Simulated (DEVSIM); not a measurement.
**Schottky contact on n-type GaN**

System: Schottky contact on n-type GaN, at 300 K.

```csv
layer (left to right),material,thickness (μm),Nd (cm⁻³),τn (s),τp (s)
1,GaN,6.30,1.5e17,1.1e-8,1.1e-8
```

Left contact: Schottky, work function 5.29 eV, emission velocity 6.4e6 cm/s. Right contact: ohmic. Voltage is applied to the left contact. Recombination: SRH at mid-gap, radiative. Mobility is constant in doping.

This is a model device: material constants are rounded textbook-type values typed into the input, and sizes, dopings and lifetimes were drawn at random. Values at 300 K.

| parameter | GaN |
|---|---|
| gap (eV) | 3.43 |
| affinity (eV) | 4.1 |
| permittivity | 9.5 |
| Nc (cm⁻³) | 2.3e18 |
| Nv (cm⁻³) | 4.6e19 |
| μn (cm²/Vs) | 1200 |
| μp (cm²/Vs) | 100 |
| B (cm³/s) | 1e-11 |

Model (solved in DEVSIM): 1D drift-diffusion, Boltzmann statistics, complete ionisation; no tunnelling, impact ionisation, image-force lowering or self-heating. Metal contacts follow the ideal Schottky-Mott rule: no Fermi-level pinning, no interface dipoles.

| Quantity | Value |
|---|---|
| Potential step across the device at zero bias | 1.119 V |
| Largest field in the device at zero bias | 250000 V/cm |
| Dark forward voltage at 1 A/cm² | 0.812 V |
| Dark forward voltage at 100 A/cm² | 0.934 V |

Dark forward current:

```tsv
V (V)	J (A/cm²)
0.05	1.4e-13
0.15	7.8e-12
0.20	5.4e-11
0.30	2.6e-9
0.35	1.8e-8
0.45	8.5e-7
0.55	4.1e-5
0.60	0.00028
0.70	0.013
0.80	0.63
0.85	4.4
0.95	180
1.00	750
1.10	3500
```

Small-signal capacitance in reverse bias (quasi-static):

```csv
V (V),C (nF/cm²)
-0.04,94.4
-0.1,92.0
-0.2,88.4
-0.3,85.2
-0.4,82.3
-0.6,77.2
-0.8,73.1
-1,69.5
-1.3,65.0
-1.6,61.3
-2,57.2
```
